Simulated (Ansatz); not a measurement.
ZrN (P6₃/mmc, No. 194, 4 atoms in the cell; start mp-1014160; a measured phase of this formula has another space group) was calculated with LDA (PAW; Ansatz, a quantum-chemistry and plane-wave program).

Settings: plane-wave cutoff 520 eV, 18×18×10 k mesh (along the axes of the cell as run), Fermi–Dirac smearing 0.05 eV, scalar-relativistic PAW data made under PBE.

Cell (relaxed at this level):

Space group P6₃/mmc (No. 194); a = b = 3.1425 Å, c = 5.4093 Å, α = β = 90.00°, γ = 120.00°

```
atom  site  symmetry       x       y       z
----  ----  --------  ------  ------  ------
Zr      2c      -6m2  0.3333  0.6667  0.2500
N       2a      -3m.  0.0000  0.0000  0.0000
```

Question: Estimate the bulk modulus B0 that the calculation returns.

Answer: 
- bulk modulus B0: 279 GPa

The run finds no gap.

Note: the bulk modulus is −V dP/dV from two relaxed cells at ±2 % in volume; the relaxation could not lower the start's symmetry, so the cell can be a saddle point above a distorted one.

Computed values are for the static lattice.

A start named mp-… is a Materials Project structure, which need not be a measured phase.
